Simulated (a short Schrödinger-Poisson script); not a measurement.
Stack: gated Al0.4Ga0.6As/GaAs modulation-doped gas, at 77 K.

```csv
layer,material,thickness (nm),Nd (cm⁻³),Na (cm⁻³)
1,Al0.4Ga0.6As,15,-,-
2,Al0.4Ga0.6As,20,7.2e17,-
3,Al0.4Ga0.6As,5,-,-
4,GaAs,6000,-,9e15
```

Constants are typed, rounded textbook-type inputs, not results; the design itself was drawn at random and stands for no fabricated device. Al0.4Ga0.6As: permittivity 11.76, conduction-band edge (eV) 0.316, gap (eV) 1.923, electron mass (mₑ) 0.1002, Nv at 300 K (cm⁻³) 9e18. GaAs: permittivity 12.9, conduction-band edge (eV) 0, gap (eV) 1.424, Nv at 300 K (cm⁻³) 9e18.

Channel valleys (confinement mass, in-plane density-of-states mass, number): Γ 0.067, 0.067, 1. At the gate the conduction-band edge of layer 1 lies 1.07 eV − eVg above the Fermi level of the channel; the field vanishes at the back. Donor level 0.05 eV below the band edge. The barrier under the gate holds no holes. Gaps are held at their typed values at every temperature. Mesh 0.08 nm at interfaces.

Solved with a short Schrödinger-Poisson script written for these runs: 1D Poisson equation in equilibrium, electrons quantum, Hartree plus LDA exchange-correlation (BenDaniel-Duke, 40 states a valley, the channel's in-plane mass for all, wave functions free to enter the barrier), parabolic valleys, classical holes, donors ionised by Fermi statistics, acceptors fully, no traps, pinning or gate leakage.

The same stack at other levels of the model or other numerical settings:

```csv
run,sheet density of all electrons at Vg = 0.5 V (cm⁻²),rough cost against the base
base,9.33e9,about 1
"electrons treated as classical, Boltzmann",4.24e10,0.04
"electrons treated as classical, Fermi-Dirac",3.56e10,0.2
"electrons treated as quantum, Hartree",7.43e9,about 1
mesh six times as coarse,9.24e9,0.2
one subband a valley,9.33e9,0.2
```

The classical rows ignore confinement, and Boltzmann statistics overrate the density once the band edge passes the Fermi level.
